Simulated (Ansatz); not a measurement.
## Effect of pressure −1 GPa on SrZrO3

Take SrZrO3 (space group Imma, No. 74; a = 5.795 Å, b = 8.135 Å, c = 5.814 Å; a cell from a computed database, its experimental status unchecked) as the base.

It is then changed as follows: hydrostatic tension (pressure −1 GPa).

All numbers come from Kohn–Sham DFT with the PBEsol functional, run in Ansatz (a program for electronic structure) with PAW and 420 eV plane waves, no SOC. k-mesh 8×8×8 (Γ-centred); smearing 0.05 eV (Fermi–Dirac).

```json
[
 {"quantity": "volume per atom", "base": "13.70 Å³", "changed": "13.79 Å³", "shift": "+0.09 Å³"},
 {"quantity": "density", "base": "5.50 g/cm³", "changed": "5.46 g/cm³", "shift": "-0.035 g/cm³"},
 {"quantity": "shortest interatomic distance", "base": "2.088 Å", "changed": "2.091 Å", "shift": "+0.0036 Å"},
 {"quantity": "enthalpy H = E + PV relative to the base's energy", "base": "–", "changed": "-0.09 eV/atom", "shift": "–"},
 {"quantity": "band gap", "base": "3.59 eV", "changed": "3.57 eV", "shift": "-0.02 eV"},
 {"quantity": "gap character", "base": "indirect, X → Γ", "changed": "indirect, X → Γ", "shift": "–"},
 {"quantity": "width of the top valence band", "base": "0.38 eV", "changed": "0.39 eV", "shift": "+0.002 eV"},
 {"quantity": "electron mass", "base": "0.41 mₑ along a, 2.5 mₑ along b, 0.49 mₑ along c (at Γ)", "changed": "0.41 mₑ along a, 2.5 mₑ along b, 0.49 mₑ along c (at Γ)", "shift": "–"}
]
```

Final structure:

```
CELL_PARAMETERS angstrom
     -2.90465     4.07725     2.91147
      2.90465    -4.07725     2.91147
      2.90465     4.07725    -2.91147
ATOMIC_POSITIONS crystal
  Sr 0.23807 0.48807 0.75000
  Sr 0.76193 0.51193 0.25000
  Zr 0.50000 0.00000 0.50000
  Zr 0.00000 0.00000 0.00000
  O  0.66539 0.91539 0.75000
  O  0.33461 0.08461 0.25000
  O  0.20319 0.50000 0.20319
  O  0.79681 0.50000 0.79681
  O  0.79681 0.00000 0.29681
  O  0.20319 0.00000 0.70319
```

Cost of the whole job for the changed cell (relaxation, final SCF and bands): roughly 7 core-minutes.

Load acts through the strain it causes; cell and atoms are relaxed under it. Masses are band curvatures over ±0.01 Å⁻¹ around the edge. No phonon test of stability was made.
